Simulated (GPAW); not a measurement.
# Worked example: self-consistent single point of GaN (P6_3mc, 4 atoms in the cell) in GPAW

Method of the run: PBE, GPAW PAW datasets PBE (gpaw-data 1.0.1) (plane waves; GPAW 25.7.0).

The input file:

```python
from ase import Atoms
from ase.units import GPa
from gpaw import GPAW

atoms = Atoms(['Ga', 'Ga', 'N', 'N'],
              cell=[[3.120368, 0.000000, 0.000000],
                    [-1.560184, 2.702318, 0.000000],
                    [0.000000, 0.000000, 5.080724]],
              scaled_positions=[[0.666667, 0.333333, 0.499080],
                                [0.333333, 0.666667, 0.999080],
                                [0.666667, 0.333333, 0.875920],
                                [0.333333, 0.666667, 0.375920]],
              pbc=True)

calc = GPAW(mode={'name': 'pw', 'ecut': 900},
            xc='PBE',
            kpts={'size': (10, 10, 5), 'gamma': True},
            occupations={'name': 'fermi-dirac', 'width': 0.0},
            nbands=-4,
            convergence={'density': 1e-05, 'energy': 1e-05, 'bands': -2},
            symmetry={'symmorphic': False, 'tolerance': 0.0005},
            maxiter=120,
            txt='-')

atoms.calc = calc

energy = atoms.get_potential_energy()
print('Energy (eV):', round(energy, 6))
forces = atoms.get_forces()
print('Forces (eV/Ang):')
print(forces.round(5))
stress = atoms.get_stress()
print('Stress (GPa, Voigt):', (stress / GPa).round(4))
```

The program printed (abridged):

```
Input parameters:
  convergence: {bands: -2,
                density: 1e-05,
                energy: 1e-05}
  kpts: {gamma: True,
         size: (10, 10, 5)}
  maxiter: 120
  mode: {ecut: 900,
         name: pw}
  nbands: -4
  occupations: {name: fermi-dirac,
                width: 0.0}
  symmetry: {symmorphic: False,
             tolerance: 0.0005}
  xc: PBE

species:
  Ga:
    name: Gallium
    Z: 31.0
    valence: 3
    core: 28
    charge: 0.0
    file: Ga.PBE.gz

    # Using partial waves for Ga as LCAO basis

  N:
    name: Nitrogen
    Z: 7.0
    valence: 5
    core: 2
    charge: 0.0
    file: N.PBE.gz

    # Using partial waves for N as LCAO basis

Reference energy: -108732.786066  # eV

Spin-paired calculation

Convergence criteria:
 Maximum [total energy] change in last 3 cyles: 1e-05 eV / valence electron
 Maximum integral of absolute [dens]ity change: 1e-05 electrons / valence electron
 Maximum integral of absolute [eigenst]ate change: 4e-08 eV^2 / valence electron
 Maximum number of scf [iter]ations: 120

Symmetries present (total): 12
Symmetries with fractional translations: 6
500 k-points: 10 x 10 x 5 Monkhorst-Pack grid + [1/20,1/20,0.000000]
42 k-points in the irreducible part of the Brillouin zone
       k-points in crystal coordinates                weights
   0:     0.00000000    0.00000000    0.00000000          1/500
   1:     0.00000000    0.00000000    0.20000000          2/500
   2:     0.00000000    0.00000000    0.40000000          2/500
   [... 7 lines left out ...]
          ...
  41:     0.50000000    0.50000000    0.40000000          6/500

Wave functions: Plane wave expansion
  Cutoff energy: 900.000 eV
  Number of coefficients (min, max): 2610, 2655
  Pulay-stress correction: 0.000000 eV/Ang^3 (de/decut=0.000000)

Occupation numbers: # Zero width

Eigensolver

Densities:
  Coarse grid: 24*24*36 grid
  Fine grid: 48*48*72 grid
  Total Charge: 0.000000

Density mixing:
  Method: separate
  Backend: pulay
  Linear mixing parameter: 0.05
  old densities: 5
  Damping of long wavelength oscillations: 50

Hamiltonian:
  XC and Coulomb potentials evaluated on a 48*48*72 grid
  External potential:
    NoExternalPotential

XC parameters: PBE with 2 nearest neighbor stencil

Number of atoms: 4
Number of atomic orbitals: 16
Number of bands in calculation: 12
Number of valence electrons: 16
Bands to converge: 10

Density initialized from atomic densities
  12 bands from LCAO basis set

Atomic positions and initial magnetic moments

Positions:
   0 Ga     1.560186    0.900772    2.535688    ( 0.0000,  0.0000,  0.0000)
   1 Ga    -0.000002    1.801546    5.076050    ( 0.0000,  0.0000,  0.0000)
   2 N      1.560186    0.900772    4.450308    ( 0.0000,  0.0000,  0.0000)
   3 N     -0.000002    1.801546    1.909946    ( 0.0000,  0.0000,  0.0000)

Unit cell:
           periodic     x           y           z      points  spacing
  1. axis:    yes    3.120368    0.000000    0.000000    24     0.1126
  2. axis:    yes   -1.560184    2.702318    0.000000    24     0.1126
  3. axis:    yes    0.000000    0.000000    5.080724    36     0.1411

  Lengths:   3.120368   3.120368   5.080724
  Angles:   90.000000  90.000000 120.000000

Effective grid spacing dv^(1/3) = 0.1274

     iter     time        total  log10-change:
                         energy   eigst   dens
iter:   1 --:--:--   -27.662096   +0.31
iter:   2 --:--:--   -26.660702   -0.69  -0.56
iter:   3 --:--:--   -23.799821   -0.06  -0.61
iter:   4 --:--:--   -23.843655   -1.48  -1.10
iter:   5 --:--:--   -23.916404   -1.70  -1.14
iter:   6 --:--:--   -23.818395   -1.67  -1.47
iter:   7 --:--:--   -23.822606   -3.04  -2.08
iter:   8 --:--:--   -23.815465   -2.10  -2.01
iter:   9 --:--:--   -23.814387   -3.55  -2.45
iter:  10 --:--:--   -23.814136   -4.04  -2.71
iter:  11 --:--:--   -23.814012   -4.28  -2.94
iter:  12 --:--:--   -23.814016c  -4.84  -3.57
iter:  13 --:--:--   -23.814012c  -5.69  -3.77
iter:  14 --:--:--   -23.814012c  -6.30  -4.39
iter:  15 --:--:--   -23.814013c  -6.30  -4.51
iter:  16 --:--:--   -23.814012c  -6.28  -3.95
iter:  17 --:--:--   -23.814012c  -7.32  -4.57
iter:  18 --:--:--   -23.814013c  -6.89  -4.54
iter:  19 --:--:--   -23.814013c  -6.16  -4.19
iter:  20 --:--:--   -23.814013c  -7.89c -4.11
iter:  21 --:--:--   -23.814012c  -6.75  -4.15
iter:  22 --:--:--   -23.814012c  -8.46c -5.36c

Converged after 22 iterations.

Dipole moment: (0.000000, -0.000000, 1.554184) |e|*Ang

Energy contributions relative to reference atoms: (reference = -108732.786066)

Kinetic:        +91.997704
Potential:      -79.895958
External:        +0.000000
XC:             -36.284656
Entropy (-ST):   +0.000000
Local:           +0.368898
SIC:             +0.000000
--------------------------
Free energy:    -23.814012
Extrapolated:   -23.814012

Showing only first 2 kpts
 Kpt  Band  Eigenvalues  Occupancy
  0     6      7.22646    2.00000
  0     7      7.22647    2.00000
  0     8      9.69994    0.00000
  0     9     12.03695    0.00000

  1     6      7.11503    2.00000
  1     7      7.11505    2.00000
  1     8     10.54638    0.00000
  1     9     12.11133    0.00000

Fermi level: 8.46321

Gap: 2.473 eV
Transition (v -> c):
  (s=0, k=0, n=7, [0.00, 0.00, 0.00]) -> (s=0, k=0, n=8, [0.00, 0.00, 0.00])
No difference between direct/indirect transitions
Energy (eV): -23.814012

Forces in eV/Ang:
  0 Ga    0.00000    0.00000    0.02569
  1 Ga    0.00000   -0.00000    0.02569
  2 N     0.00000   -0.00000   -0.02577
  3 N    -0.00000   -0.00000   -0.02577

Stress tensor:
    -0.197142     0.000000     0.000000
     0.000000    -0.197142    -0.000000
     0.000000    -0.000000    -0.191831
Stress (GPa, Voigt): [-31.5856 -31.5856 -30.7347  -0.       0.       0.    ]
```

The run converged in 22 iterations. GPAW prints stress with tension positive.

At such cutoffs GPAW's stress carries a finite-basis (Pulay) error, which enters relaxed cells too; its log prints stress with tension positive.

The starting cell comes from a database of computed structures (which also holds hypothetical and non-ambient phases and stackings), without a prior relaxation at this level. Its lattice was rescaled by a random factor within 2.5 % of one.

Cost on one core of a shared machine: roughly 30 s.
